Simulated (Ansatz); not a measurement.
The starting structures come from a database of crystals and need not be the phases stable at ambient conditions.

Consider the following.

```
CaZrS3
1.0
    7.08233     0.00000     0.00000
    0.00000     9.66205     0.00000
    0.00000     0.00000     6.58770
Ca Zr S
4 4 12
Cartesian
  6.42523   7.24654   0.21996
  0.65710   2.41551   6.36774
  4.19826   2.41551   3.51381
  2.88407   7.24654   3.07389
  0.00000   0.00000   3.29385
  3.54116   0.00000   0.00000
  3.54116   4.83103   0.00000
  0.00000   4.83103   3.29385
  5.73265   4.21159   5.37965
  1.34968   5.45046   1.20805
  4.89084   5.45046   2.08580
  2.19149   4.21159   4.50190
  2.19149   0.61943   4.50190
  4.89084   9.04262   2.08580
  1.34968   9.04262   1.20805
  5.73265   0.61943   5.37965
  0.24427   7.24654   4.12008
  6.83806   2.41551   2.46762
  3.29690   2.41551   0.82623
  3.78543   7.24654   5.76147
```

Space group of this cell: Pnma. The cell is taken as given; by PBEsol its mean pressure is -3.5 GPa.

Transport runs along the normal of the first two printed cell vectors.

The gap is the functional's own, uncorrected, and κ follows it; spin-orbit coupling is left out. Mid-gap values are interpolated between the computed energies.

**Question.** Predict the band gap and the smallest decay constant κ at mid-gap from PBEsol (Ansatz, a quantum-chemistry and plane-wave program).

**Answer.** Gap 1.17 eV on a 4×4×6 mesh; κ = 0.166 1/Å, at the zone centre.
